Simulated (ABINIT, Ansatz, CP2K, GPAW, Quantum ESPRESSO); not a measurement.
Code comparison for TaAs (I4_1md, 4 atoms in the cell)

Self-consistent single point.

```
TaAs
1.0
   -1.69599     1.69599     5.77992
    1.69599    -1.69599     5.77992
    1.69599     1.69599    -5.77992
Ta As
2 2
Cartesian
  1.69599   0.00000   5.77957
  0.00000   0.00000   8.66953
  1.69599   0.00000   0.95519
  0.00000   0.00000   3.84515
```

All programs got the same cell, k-point mesh and kind of occupations (in Ansatz's words: kpoints.mp_grid.grid = 8 8 8; scf.occupations.method = gaussian; scf.occupations.width = 0.0073 Ry); potentials, basis and cutoffs are each program's usual ones.

```csv
code,model,pressure (GPa),largest force (eV/Å),k-points,cutoff
Quantum ESPRESSO,"PBE, PSlibrary PAW (PBE) pseudopotentials",11.41,0.042,59,50 Ry
Ansatz,"PBE, PAW files",11.52,0.050,59,default
GPAW,"PBE, GPAW PAW datasets PBE (gpaw-data 1.0.1)",12.24,0.050,59,550 eV
CP2K,"PBE, GPW, DZVP-MOLOPT-SR-GTH basis, GTH-PBE potentials (GTH_POTENTIALS)",11.74,0.041,260,grid 500 Ry
ABINIT,"PBE, PAW (JTH v2.0 PBE PAW)",11.40,0.050,59,20 Ha
```

The spread over the programs that give each value: pressure within 0.84 GPa; largest force within 0.009 eV/Å.

The starting cell comes from a database of computed structures (which also holds hypothetical and non-ambient phases and stackings), without a prior relaxation at this level. Its lattice was rescaled by a random factor within 2.5 % of one. On Ansatz's run: Spin-orbit coupling is off. Spin polarisation is off. In the base run, with a pressure of about 12 GPa the cell is away from its equilibrium volume at this level.

Task: Why do the programs differ, and what cannot be compared?

Result: Differences of this kind can come from the potentials, where these differ, and from what each basis and cutoff leave unconverged. The valence holds different numbers of electrons (Quantum ESPRESSO 36, Ansatz (an electronic-structure program) 56, GPAW 36, CP2K 36, ABINIT 56). The zero of total energies and Fermi levels follows the potentials and each program's conventions, so they are not compared here. CP2K uses small atom-centred bases, whose incompleteness enters pressures, forces and empty levels differently from a plane-wave cutoff. Ansatz's pressure is given at a fixed set of plane waves, as the other plane-wave codes print theirs; with its correction for the finite basis it is 11.56 GPa. Ansatz's smearing width was typed in Ry to four decimals, so it matches the others to a few per cent. The programs reduce the same mesh by symmetry to different extents, which changes the work and not the result.

Left out of this page: Elk (not drawn, or without a comparable value); FLEUR (with a known weakness of the program); SIESTA (unsound by tests on forces, stress, charge or solver warnings).

Keys are those of Ansatz 0.2.
